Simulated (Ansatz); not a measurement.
The parent structure is BaTiO$_{3}$ in the cubic perovskite structure (space group Pm-3m, No. 221; a = 3.994 Å).

The values are results of plane-wave PAW DFT at the r2SCAN level (Ansatz, a quantum-chemistry and plane-wave program, 500 eV), without spin-orbit coupling, not measurements.

Before the change:

```
Quantity                      Result
-------------------  ---------------
Smallest direct gap          2.28 eV
Band gap                     2.17 eV
Gap character        indirect, R → Γ
Volume per atom             12.74 Å³
```

One thing is altered: every Ba is replaced by Sr, then cell and atoms are relaxed.

Q: Predict the new smallest direct gap, band gap, gap character and volume per atom.

A: The smallest direct gap rises by 0.35 eV, from 2.28 eV to 2.63 eV; the band gap grows by 0.09 eV, from 2.17 eV to 2.26 eV; the gap character stays indirect, R → Γ; the volume per atom falls by 0.816 Å³ (12.74 Å³ → 11.93 Å³).

No phonon test of stability was made. All final runs are without spin polarisation. Many cubic perovskites are stable only at high temperature; tilts and polar distortions were not tested. This is not the structure that BaTiO3 has at room temperature and ambient pressure.
